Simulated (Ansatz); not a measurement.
The (311) surface of bcc W in its 1x1 cell, outermost plane spacing 0.48 Å in the ideal cut

These are r2SCAN, at the PBE geometry (plane waves to 500 eV, PAW; Ansatz, a first-principles code) values and carry that method's errors.

Set-up: 22 atoms, 10.1 Å thick at the start (thin: gaps and levels are the slab's own); mesh 9x5x1; 0.1 eV smearing; dipole correction on; single point; on the structure that PBE left under its start's symmetry; no spin, no spin-orbit, no U.

```
Item                                                         Result
-----------------------------------  ------------------------------
surface energy (mean of both faces)                       4.00 J/m²
work function of the top face                               4.07 eV
cost                                 around 17 core-minutes (rough)
```
